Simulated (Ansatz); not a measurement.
# V_O in rock-salt MgO

The numbers are results of PBE, PAW (plane waves to 420 eV; Ansatz, a first-principles code), not measurements. The supercell holds 64 host sites (2×2×2 repeats of the unit cell), with a 2×2×2 shifted k-point sampling for the final energies. Site at the start: the O site. Finite-size correction: monopole term and site-potential alignment. Dielectric constants: PBE linear response of the host. Host gap at this level: 4.46 eV. Finite-size and sampling errors can reach tenths of an eV here. The semilocal functional narrows the gap, so deep levels can fall outside it. Spin–orbit coupling is left out. Each state is the lowest found from its start.

Formation energies E_f are given with the Fermi level at the valence-band maximum. Chemical conditions: Mg-rich (Δμ(O) = -5.37 eV; only phases computed here count, gases as isolated molecules at 0 K); O-rich (Δμ(O) = 0.00 eV; only phases computed here count, gases as isolated molecules at 0 K). Reference phases: O: O2 molecule in a box.

```json
[
 {"charge": "+2", "moment (μB)": "not spin-polarised", "point group": "Oh", "largest move off a lattice site (Å)": "0.17", "image correction with alignment (eV)": "0.49", "E_f, Mg-rich (eV)": "-2.94", "E_f, O-rich (eV)": "2.43"},
 {"charge": "+1", "moment (μB)": "1.0", "point group": "Oh", "largest move off a lattice site (Å)": "0.10", "image correction with alignment (eV)": "0.06", "E_f, Mg-rich (eV)": "-1.37", "E_f, O-rich (eV)": "4.00"},
 {"charge": "0", "moment (μB)": "not spin-polarised", "point group": "Oh", "largest move off a lattice site (Å)": "0.01", "image correction with alignment (eV)": "0.00", "E_f, Mg-rich (eV)": "1.23", "E_f, O-rich (eV)": "6.60"},
 {"charge": "−1*", "moment (μB)": "fractional", "point group": "–", "largest move off a lattice site (Å)": "0.01", "image correction with alignment (eV)": "–", "E_f, Mg-rich (eV)": "–", "E_f, O-rich (eV)": "–"}
]
```

* At this level the carrier isn't localised at the defect: at charge −1 electrons occupy the conduction band. Such a state is shallow or no state of the defect, and this cell gives it no level.

Point groups are those of the whole cell at tolerances of 0.03 and 0.1 Å ("near" where only the looser one holds); none is given for unsettled states.

Transition levels above the valence-band maximum: ε(+2/+1) = 1.57 eV; ε(+1/0) = 2.61 eV. On the lower envelope of the bound states, inside the gap: (+2/+1) at 1.57 eV; (+1/0) at 2.61 eV.

All states together cost around 22 core-minutes (rough).
